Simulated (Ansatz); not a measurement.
# LiNbO3: stress against strain

LiNbO3 (R3c, 10.897 Å³/atom and stress up to 0.01 GPa in the relaxed cell, c along z) under a strain ε along c (axis z), the other axes held. PBE in Ansatz, a plane-wave DFT program (PAW, default set), 420 eV, 8×8×8 Γ-centred mesh, Fermi-Dirac smearing 0.05 eV; ions are relaxed, or left where forces stay under 0.02 eV/Å, within the symmetry of each cell. Stress is positive for a compressed cell.

Here s stands for strain and y for stress zz.

```
strain (%)  stress zz (GPa)
----------  ---------------
-1.50                  3.33
-0.75                  1.65
0.00                   0.01
0.75                  -1.58
1.50                  -3.09
3.00                      ?
```

The 5 complete rows are fitted with a straight line, y against s. Means: s 0, y 0.064. About the means, the sum of products is -12.053 and the sum of squares of s is 5.6250; the slope is their ratio. Least squares gives y = 0.064 - 2.1427·s. Residuals (row less fit): 0.052, -0.021, -0.054, -0.037, 0.060; standard error 0.061 (degrees of freedom: 3). The slope gives the elastic constant C33 = 214 ± 3 GPa (± standard error of the fit, which holds the terms cut off).

Problem. Estimate the missing y (s = 3.00); what did the run itself give?

Solution. y = 0.064 - 2.1427 × 3.00 = -6.364 GPa. The calculation gives -5.97 GPa, 0.394 GPa above the prediction (4.2 % of the range of y in the table). The row lies outside the fitted rows, so this is an extrapolation. From the scatter of the fitted rows alone, a prediction at this place has a standard error of 0.101 GPa, so the miss is 3.9 times that.

A polynomial of degree 2 through the 8 other runs of the series gives -5.97 there, so most of the miss is curvature that the fit leaves out. The start is a measured cell from the literature; how it stands against other phases or cation orders wasn't checked. Rows are the converged runs of the series near zero and its far end; series whose fitted rows scatter by over a few per cent of the range, as at a crossing or softening among them, aren't shown in this form, nor equations of state whose B0' disagrees with the runs' pressures. Most that stay on the fit to the last digits aren't either.
